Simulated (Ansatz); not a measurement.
**TiCo in the CsCl type structure (space group Pm-3m, No. 221; ferromagnetic)**

TiCo is taken in the cubic space group Pm-3m (No. 221), the CsCl type structure, Pearson symbol cP2. Cell: a = 2.9405 Å, b = 2.9405 Å, c = 2.9405 Å, α = 90.00°, β = 90.00°, γ = 90.00°. Ti on 1a is surrounded by 8 Co at 2.547 Å and 6 Ti at 2.941 Å. Co on 1b is surrounded by 8 Ti at 2.547 Å and 6 Co at 2.941 Å. (Neighbours: up to the widest gap in distance over summed covalent radii, below 1.35, at either atom.)

Computed with PBEsol, PAW, 420 eV (Ansatz, a quantum-chemistry and plane-wave program; no spin-orbit coupling). Γ-centred 16×16×16 mesh, Fermi–Dirac width 0.05 eV.

The volume per atom is 12.71 Å³. The density comes out as 6.97 g/cm³. The band gap is zero and the magnetic state comes out as ferromagnetic. The total energy is -3783.855 eV/atom (σ→0; compares only within this code and set-up).

Other magnetic orders, which the real material may have, were not ruled out. Whether these cells are dynamically stable was not tested.
